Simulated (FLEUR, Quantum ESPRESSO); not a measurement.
A FLEUR input for a self-consistent single point of ZnRh3 (I4/mmm, 4 atoms in the cell) (DFT, LDA (Vosko-Wilk-Nusair), all-electron FLAPW (FLEUR), scalar-relativistic valence):

Input of the input generator:

```
ZnRh3 crystal
&input film=f /
-0.4088296284 0.4088296284 0.8159146217
0.4088296284 -0.4088296284 0.8159146217
0.4088296284 0.4088296284 -0.8159146217
8.5894909002
1.0 1.0 1.0

4
30 0.0000000000 0.0000000000 0.0000000000
45 0.7500000000 0.2500000000 0.5000000000
45 0.2500000000 0.7500000000 0.5000000000
45 0.5000000000 0.5000000000 0.0000000000

&comp jspins=1 /
&exco xctyp='vwn' /
&kpt div1=11 div2=11 div3=11 /
&end /
```

```xml
<?xml version="1.0" encoding="UTF-8" standalone="no"?>
<fleurInput fleurInputVersion="0.39">
   <comment>
      ZnRh3 crystal                                                                                       
   </comment>
   <calculationSetup>
      <cutoffs Kmax="4.4" Gmax="17.6" GmaxXC="17.6" numbands="0"/>
      <scfLoop itmax="60" minDistance="0.00001" maxIterBroyd="25" imix="Anderson" alpha="0.05" precondParam="0.0" spinf="2.0"/>
      <coreElectrons ctail="T" frcor="F" kcrel="0" coretail_lmax="0"/>
      <xcFunctional name="vwn" relativisticCorrections="F"/>
      <magnetism jspins="1"/>
      <soc l_soc="F" theta="0.0" phi="0.0" spav="F"/>
      <expertModes spex="0" secvar="F"/>
      <geometryOptimization l_f="T" forcealpha="1.0" forcemix="BFGS" epsdisp="0.00001" epsforce="0.00001"/>
      <ldaU l_linMix="F" mixParam="0.05" spinf="1.0"/>
   </calculationSetup>
   <cell>
      <bzIntegration valenceElectrons="57.0" mode="gauss" fermiSmearingEnergy="0.00183747">
         <kPointListSelection listName="default-1"/>
         <!-- k-points included here -->
         <xi:include xmlns:xi="http://www.w3.org/2001/XInclude" href="kpts.xml"> </xi:include>
      </bzIntegration>
      <!-- symmetry operations included here -->
      <xi:include xmlns:xi="http://www.w3.org/2001/XInclude" href="sym.xml"> </xi:include>
      <bulkLattice scale="1.0">
         <bravaisMatrix>
            <row-1>   -3.5116383728739473     3.5116383728739473     7.0082912184322748</row-1>
            <row-2>    3.5116383728739473    -3.5116383728739473     7.0082912184322748</row-2>
            <row-3>    3.5116383728739473     3.5116383728739473    -7.0082912184322748</row-3>
         </bravaisMatrix>
      </bulkLattice>
   </cell>
   <atomSpecies>
      <species name="Zinc (Zn)" element="Zn" atomicNumber="30">
         <mtSphere radius="2.27" gridPoints="801" logIncrement="0.015"/>
         <atomicCutoffs lmax="10" lnonsphr="8"/>
         <electronConfig flipSpins="F">
            <coreConfig>(1s1/2) (2s1/2) (2p1/2) (2p3/2) (3s1/2) (3p1/2) (3p3/2)</coreConfig>
            <valenceConfig>(4s1/2) (3d3/2) (3d5/2)</valenceConfig>
         </electronConfig>
         <energyParameters s="4" p="4" d="3" f="4"/>
         <lo type="HELO" l="2" n="4" eDeriv="0"/>
      </species>
      <species name="Rhodium (Rh)" element="Rh" atomicNumber="45">
         <mtSphere radius="2.27" gridPoints="801" logIncrement="0.016"/>
         <atomicCutoffs lmax="10" lnonsphr="8"/>
         <electronConfig flipSpins="F">
            <coreConfig>(1s1/2) (2s1/2) (2p1/2) (2p3/2) (3s1/2) (3p1/2) (3p3/2) (4s1/2) (3d3/2) (3d5/2)</coreConfig>
            <valenceConfig>(4p1/2) (4p3/2) (5s1/2) (4d3/2) (4d5/2)</valenceConfig>
            <stateOccupation state="(5s1/2)" spinUp="0.5" spinDown="0.5"/>
            <stateOccupation state="(4d3/2)" spinUp="1.6" spinDown="1.6"/>
            <stateOccupation state="(4d5/2)" spinUp="2.4" spinDown="2.4"/>
         </electronConfig>
         <energyParameters s="5" p="5" d="4" f="4"/>
         <lo type="SCLO" l="1" n="4" eDeriv="0"/>
      </species>
   </atomSpecies>
   <atomGroups>
      <atomGroup species="Zinc (Zn)">
         <relPos label="                   1">.0000000000 .0000000000 .0000000000</relPos>
         <force calculate="T" relaxXYZ="TTT"/>
      </atomGroup>
      <atomGroup species="Rhodium (Rh)">
         <relPos label="                   2">-1.000/4.000 1.000/4.000 1.000/2.000</relPos>
         <relPos label="                   3">1.000/4.000 -1.000/4.000 1.000/2.000</relPos>
         <force calculate="T" relaxXYZ="TTT"/>
      </atomGroup>
      <atomGroup species="Rhodium (Rh)">
         <relPos label="                   4">1.000/2.000 1.000/2.000 .0000000000</relPos>
         <force calculate="T" relaxXYZ="TTT"/>
      </atomGroup>
   </atomGroups>
   <output dos="F" band="F" slice="F">
      <checks vchk="F" cdinf="F"/>
      <bandDOS minEnergy="-.5*Htr" maxEnergy="0.5*Htr" sigma="0.015" storeEVData="T"/>
      <vacuumDOS vacdos="F" integ="F" star="F" nstars="0" locx1="0.0" locy1="0.0" locx2="0.0" locy2="0.0" nstm="0" tworkf="0.0"/>
      <unfoldingBand unfoldBand="F" supercellX="1" supercellY="1" supercellZ="1"/>
      <plotting iplot="0" polar="F">
         <plot TwoD="T" vec1="  1.0  0.0  0.0" vec2="  0.0  1.0  0.0" vec3="  0.0  0.0  1.0" zero="  0.0  0.0  0.0" file="plot"/>
      </plotting>
      <chargeDensitySlicing numkpt="0" minEigenval="0.0" maxEigenval="0.0" nnne="0" pallst="F"/>
      <specialOutput eonly="F"/>
      <magneticCircularDichroism mcd="F" energyLo="-10.0" energyUp="0.0"/>
   </output>
  <!-- We include the file relax.xml here to enable relaxations (see documentation) -->
  <xi:include xmlns:xi="http://www.w3.org/2001/XInclude" href="relax.xml"> <xi:fallback/> </xi:include>
</fleurInput>
```

### Question
Translate this input to Quantum ESPRESSO.

### Answer
This is the input that was run; spellings and numerical settings could be chosen otherwise.

```fortran
&control
   calculation = 'scf'
   prefix = 'pwscf'
   outdir = './out'
   pseudo_dir = './'
   verbosity = 'high'
   tprnfor = .true.
   tstress = .true.
/
&system
   ibrav = 0
   nat = 4
   ntyp = 2
   ecutwfc = 50
   ecutrho = 400
   occupations = 'smearing'
   smearing = 'gaussian'
   degauss = 0.0036749
/
&electrons
   conv_thr = 1.0e-11
   mixing_beta = 0.3
/
ATOMIC_SPECIES
Zn    65.3800  zn_lda_v1.uspp.F.UPF
Rh   102.9055  rh_lda_v1.4.uspp.F.UPF
CELL_PARAMETERS angstrom
  -1.8582790000     1.8582790000     3.7086280000
   1.8582790000    -1.8582790000     3.7086280000
   1.8582790000     1.8582790000    -3.7086280000
ATOMIC_POSITIONS crystal
Zn    0.0000000000    0.0000000000    0.0000000000
Rh    0.7500000000    0.2500000000    0.5000000000
Rh    0.2500000000    0.7500000000    0.5000000000
Rh    0.5000000000    0.5000000000    0.0000000000
K_POINTS automatic
11 11 11  0 0 0
```

Basis settings and potentials, where a program has them, do not carry over. This input uses DFT, LDA (PZ), plane waves, GBRV 1.5 ultrasoft (LDA) pseudopotentials. LDA parametrisations can differ slightly between programs.

The starting cell comes from a database of computed structures (which also holds hypothetical and non-ambient phases and stackings), without a prior relaxation at this level. Its lattice was rescaled by a random factor within 2.5 % of one.
